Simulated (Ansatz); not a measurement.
We consider CaAlHO2 (model structure, started from the SrVO2H type, P4/mmm, No. 123, 5 atoms in the cell), described by HSE06 (plane waves, PAW; Ansatz, a program for electronic structure).

Numerical settings: plane-wave cutoff 460 eV, 6×6×6 k mesh, Fermi–Dirac smearing 0.01 eV, scalar-relativistic PAW data made under PBE.

Cell (relaxed with PBEsol):

Space group P4/mmm (No. 123); a = b = 3.7281 Å, c = 3.4483 Å, α = β = γ = 90.00°

| atom | site | symmetry | x | y | z |
|---|---|---|---|---|---|
| Ca | 1d | 4/mmm | 0.5000 | 0.5000 | 0.5000 |
| Al | 1a | 4/mmm | 0.0000 | 0.0000 | 0.0000 |
| O | 2f | mmm. | 0.0000 | 0.5000 | 0.0000 |
| H | 1b | 4/mmm | 0.0000 | 0.0000 | 0.5000 |

Question: What does this level give for the band gap, smallest direct gap on the k points sampled and direct gap at Γ?

Answer: 
- band gap: 5.28 eV (on the SCF k mesh) (indirect)
- smallest direct gap on the k points sampled: 5.99 eV
- direct gap at Γ: 7.65 eV

Note: the relaxation could raise the start's symmetry but not lower it, so the cell can be a saddle point; cell and atoms aren't relaxed at this level (pressure 0.3 GPa).

The result took about 100 core-seconds (a rough figure).

A model structure was made by putting elements into a prototype or built by hand; it is no filed structure, need not be a known phase, and can be a saddle point held by its symmetry.
